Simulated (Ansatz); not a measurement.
wurtzite GaN: the defect Ga vacancy + O on the N site + 2 H

All values below come from PBE, PAW (plane waves to 420 eV; Ansatz, a program for electronic structure). Cell: 96 sites, 3×2×2; final energies on a 2×2×2 shifted mesh. Sites at the start: the Ga site; N 1.97 Å away; 2 H on the vacancy's neighbours. Finite-size correction: monopole term and site-potential alignment. Dielectric constants: PBE linear response of the host. Host gap at this level: 1.71 eV. These values are not converged in cell size to better than tenths of an eV. Levels are measured in PBE's own, too narrow, gap. Spin–orbit coupling is left out. Each state is the lowest found from its start.

Formation energies E_f are given with the Fermi level at the valence-band maximum. Chemical conditions: Ga-rich (Δμ(Ga) = 0.00 eV, Δμ(N) = -0.88 eV, Δμ(H) = -0.041 eV, Δμ(O) = -3.04 eV, bounded by NH3 molecule, beta Ga2O3; only phases computed here count, gases as isolated molecules at 0 K); N-rich (Δμ(Ga) = -0.88 eV, Δμ(N) = 0.00 eV, Δμ(H) = -0.34 eV, Δμ(O) = -2.45 eV, bounded by NH3 molecule, beta Ga2O3; only phases computed here count, gases as isolated molecules at 0 K). Reference phases: Ga: alpha gallium, H: H2 molecule in a box, N: N2 molecule in a box, O: O2 molecule in a box.

The name describes the start; the neighbours show where the atoms ended.

Charges from +1 to −1 were run; one beyond them could lie lower near a band edge.

| charge | moment (μB) | largest move off a lattice site (Å) | neighbours of the last H atom of the defect at the end (Å) | image correction with alignment (eV) | E_f, Ga-rich (eV) | E_f, N-rich (eV) |
|---|---|---|---|---|---|---|
| +1† | 1.0 | 0.26 | N 1.03, H 1.80 | -0.04 | – | – |
| 0 | not spin-polarised | 0.22 | N 1.03, H 1.82, Ga 2.40, N 2.45, Ga 2.47, Ga 2.54 | 0.01 | 0.39 | 0.39 |
| −1* | quenched | 0.21 | N 1.03, H 1.82, Ga 2.40, N 2.45, Ga 2.47, Ga 2.54 | – | – | – |

* At this level the carrier isn't localised at the defect: at charge −1 electrons occupy the conduction band. Such a state is shallow or no state of the defect, and this cell gives it no level.

† Not settled in this cell, so no level is given: charge +1: level within 0.1 eV of a band edge or past it.

Starting moments that weren't kept: charge −1 began with 1 μB and ended with 0.0.

Flagged in the runs: a host whose relaxation on this sampling wasn't shown to rest.
